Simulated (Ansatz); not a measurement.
System: interstitial K in beta Ga2O3 (charge state +1). Method: PBE, PAW (plane waves to 420 eV; Ansatz, an electronic-structure program).

Settings: 120 host sites, the relaxed PBE lattice, the Γ point alone, smearing 0.01 eV, spin-restricted, no image-charge correction. Energies are static. The charge state is imposed; whether it is stable for some Fermi level was not computed. Sites that were not tried may lie lower.

Barriers: single points on a 2×2×2 k-point mesh shifted by half a step at the bands' geometries (they differ from the bands' own by up to 0.10 eV, and are uncertain by about as much).

Relaxed starting cell (atoms counted from 1):

```
CELL_PARAMETERS angstrom
     12.45496     0.00000     0.00000
      0.00000     9.25026     0.00000
     -2.78275     0.00000    11.42039
ATOMIC_POSITIONS crystal
  Ga 0.08649 0.99988 0.40051
  Ga 0.09095 0.00008 0.89860
  Ga 0.10015 0.33974 0.40055
  Ga 0.08781 0.33297 0.89511
  Ga 0.10007 0.66024 0.40050
  Ga 0.08779 0.66718 0.89509
  Ga 0.40978 0.16678 0.10345
  Ga 0.40688 0.17017 0.60112
  Ga 0.41389 0.50004 0.10571
  Ga 0.40220 0.50016 0.60074
  Ga 0.40983 0.83326 0.10348
  Ga 0.40679 0.83009 0.60109
  Ga 0.15611 0.16643 0.15606
  Ga 0.16603 0.16973 0.66044
  Ga 0.15742 0.50011 0.15153
  Ga 0.16093 0.49997 0.66198
  Ga 0.15610 0.83373 0.15606
  Ga 0.16600 0.83015 0.66045
  Ga 0.33414 0.00007 0.34111
  Ga 0.34366 0.00000 0.84538
  Ga 0.33544 0.33656 0.33897
  Ga 0.34404 0.33466 0.84653
  Ga 0.33546 0.66370 0.33896
  Ga 0.34405 0.66537 0.84654
  O  0.16330 0.00009 0.05474
  O  0.16234 0.99992 0.55698
  O  0.16016 0.33214 0.05184
  O  0.17078 0.33598 0.55760
  O  0.16011 0.66804 0.05182
  O  0.17070 0.66393 0.55757
  O  0.33556 0.16907 0.44367
  O  0.33847 0.16694 0.94662
  O  0.32690 0.50014 0.44396
  O  0.34092 0.50002 0.94924
  O  0.33538 0.83112 0.44367
  O  0.33849 0.83306 0.94665
  O  0.17149 0.00002 0.28145
  O  0.17559 0.00001 0.78457
  O  0.17363 0.33656 0.27773
  O  0.17643 0.33536 0.78537
  O  0.17360 0.66355 0.27772
  O  0.17642 0.66467 0.78536
  O  0.32453 0.16768 0.21647
  O  0.32809 0.16729 0.72054
  O  0.32400 0.50011 0.21375
  O  0.32738 0.50007 0.72271
  O  0.32452 0.83242 0.21644
  O  0.32807 0.83275 0.72055
  O  0.49605 0.00003 0.12963
  O  0.48699 0.00008 0.63135
  O  0.49864 0.33187 0.13157
  O  0.49083 0.33742 0.62972
  O  0.49872 0.66817 0.13163
  O  0.49087 0.66293 0.62960
  O  0.01716 0.17681 0.36024
  O  0.00250 0.16526 0.86961
  O  0.00745 0.49993 0.37466
  O  0.00124 0.50006 0.86832
  O  0.01697 0.82308 0.36012
  O  0.00249 0.83490 0.86959
  Ga 0.56930 0.17627 0.38946
  Ga 0.59184 0.16641 0.90283
  Ga 0.59193 0.50015 0.39791
  Ga 0.59158 0.49998 0.90067
  Ga 0.56966 0.82402 0.38963
  Ga 0.59184 0.83359 0.90286
  Ga 0.90704 0.00012 0.09603
  Ga 0.94091 0.99988 0.61784
  Ga 0.90962 0.33377 0.09818
  Ga 0.91170 0.33444 0.60383
  Ga 0.90965 0.66644 0.09825
  Ga 0.91167 0.66532 0.60389
  Ga 0.65788 0.00009 0.16311
  Ga 0.64440 0.00008 0.66751
  Ga 0.66019 0.33206 0.16027
  Ga 0.65257 0.33592 0.65691
  Ga 0.66026 0.66788 0.16023
  Ga 0.65261 0.66436 0.65692
  Ga 0.86062 0.17309 0.33621
  Ga 0.84083 0.16688 0.83796
  Ga 0.84553 0.49993 0.34574
  Ga 0.83960 0.50008 0.84097
  Ga 0.86034 0.82687 0.33639
  Ga 0.84084 0.83323 0.83806
  O  0.66687 0.16520 0.05950
  O  0.63868 0.17209 0.55288
  O  0.66553 0.49997 0.05817
  O  0.66296 0.50016 0.55413
  O  0.66685 0.83486 0.05956
  O  0.63916 0.82834 0.55294
  O  0.90593 0.99988 0.44754
  O  0.83341 0.00008 0.93888
  O  0.84180 0.32758 0.44553
  O  0.83384 0.33295 0.94187
  O  0.84179 0.67206 0.44559
  O  0.83383 0.66718 0.94194
  O  0.67297 0.16547 0.28953
  O  0.67219 0.16449 0.78277
  O  0.67817 0.50000 0.28624
  O  0.67235 0.50006 0.78148
  O  0.67335 0.83484 0.28976
  O  0.67221 0.83559 0.78279
  O  0.82889 0.00011 0.21953
  O  0.82666 0.00009 0.70471
  O  0.82852 0.33305 0.21758
  O  0.82267 0.33093 0.71364
  O  0.82848 0.66700 0.21759
  O  0.82270 0.66910 0.71375
  O  0.99295 0.16578 0.12183
  O  0.00636 0.17681 0.63666
  O  0.99449 0.50009 0.12601
  O  0.99751 0.49989 0.62830
  O  0.99295 0.83445 0.12180
  O  0.00633 0.82297 0.63668
  O  0.49626 0.00002 0.36807
  O  0.50636 0.00000 0.87527
  O  0.49544 0.34489 0.36701
  O  0.50693 0.33283 0.87537
  O  0.49554 0.65555 0.36706
  O  0.50695 0.66716 0.87537
  K  0.73463 0.00068 0.46995
```
Cell charge +1.

End state 1 differs by these moves (Å; atoms that move under 0.08 Å are left out):

```json
[
 {"atom": "1", "element": "Ga", "Δx": "0.09", "Δy": "-0.03", "Δz": "-0.01"},
 {"atom": "8", "element": "Ga", "Δx": "0.09", "Δy": "-0.03", "Δz": "-0.01"},
 {"atom": "50", "element": "O", "Δx": "-0.07", "Δy": "-0.09", "Δz": "0.11"},
 {"atom": "52", "element": "O", "Δx": "-0.12", "Δy": "0.06", "Δz": "0.13"},
 {"atom": "55", "element": "O", "Δx": "-0.07", "Δy": "-0.09", "Δz": "0.11"},
 {"atom": "59", "element": "O", "Δx": "-0.12", "Δy": "0.06", "Δz": "0.13"},
 {"atom": "61", "element": "Ga", "Δx": "-0.10", "Δy": "-0.08", "Δz": "-0.07"},
 {"atom": "65", "element": "Ga", "Δx": "0.22", "Δy": "0.08", "Δz": "0.08"},
 {"atom": "68", "element": "Ga", "Δx": "-0.10", "Δy": "-0.08", "Δz": "-0.07"},
 {"atom": "70", "element": "Ga", "Δx": "0.22", "Δy": "0.08", "Δz": "0.08"},
 {"atom": "76", "element": "Ga", "Δx": "-0.17", "Δy": "0.04", "Δz": "0.09"},
 {"atom": "83", "element": "Ga", "Δx": "-0.17", "Δy": "0.04", "Δz": "0.09"},
 {"atom": "86", "element": "O", "Δx": "-0.55", "Δy": "-0.05", "Δz": "0.00"},
 {"atom": "90", "element": "O", "Δx": "0.24", "Δy": "0.10", "Δz": "0.03"},
 {"atom": "91", "element": "O", "Δx": "-0.55", "Δy": "-0.05", "Δz": "0.00"},
 {"atom": "93", "element": "O", "Δx": "0.24", "Δy": "0.10", "Δz": "0.03"},
 {"atom": "110", "element": "O", "Δx": "-0.01", "Δy": "-0.09", "Δz": "-0.04"},
 {"atom": "112", "element": "O", "Δx": "0.08", "Δy": "0.11", "Δz": "0.06"},
 {"atom": "115", "element": "O", "Δx": "-0.01", "Δy": "-0.09", "Δz": "-0.04"},
 {"atom": "119", "element": "O", "Δx": "0.08", "Δy": "0.11", "Δz": "0.06"},
 {"atom": "121", "element": "K", "Δx": "0.22", "Δy": "1.53", "Δz": "0.70"}
]
```

Task: What is the computed forward and backward barriers to end state 1 (PBE, PAW)?

Result: forward 0.26 eV, backward 0.26 eV; at the saddle point atom 121 has neighbours 2 Ga at 2.63, 2 Ga at 2.82; 2 O at 2.25, 2 O at 2.58, 2 O at 2.65 Å. The saddle point's order was not checked, and it lies on a symmetry element of the cell, where a band can be held.

End state 2 differs by these moves (Å; atoms that move under 0.25 Å are left out):

```csv
atom,element,Δx,Δy,Δz
7,Ga,-0.25,0.10,-0.19
11,Ga,-0.25,-0.10,-0.19
32,O,-0.26,0.13,-0.19
36,O,-0.26,-0.13,-0.19
49,O,-0.59,0.00,-0.71
61,Ga,0.23,-0.03,0.17
62,Ga,-0.16,0.04,-0.23
65,Ga,0.22,0.02,0.17
66,Ga,-0.16,-0.04,-0.23
67,Ga,0.48,0.00,0.25
68,Ga,-0.39,0.00,-0.21
73,Ga,1.31,0.00,-1.27
79,Ga,-0.28,0.00,0.09
83,Ga,-0.27,0.00,0.09
85,O,-0.03,0.05,-0.25
86,O,0.33,-0.05,0.07
89,O,-0.03,-0.05,-0.25
90,O,0.32,0.05,0.07
91,O,-0.88,0.00,-0.10
92,O,0.07,0.00,0.24
97,O,0.07,0.35,0.10
101,O,0.06,-0.35,0.10
121,K,-0.88,-0.01,-3.17
```

Task: What is the computed forward and backward barriers to end state 2 (PBE, PAW)?

Result: forward 2.64 eV, backward 2.58 eV; at the saddle point atom 121 has neighbours 2 Ga at 2.51, Ga at 2.66, 2 Ga at 2.73; 2 O at 2.17, O at 2.34, O at 2.40, O at 2.44, O at 2.66 Å. The saddle point's order was not checked, and it lies on a symmetry element of the cell, where a band can be held.
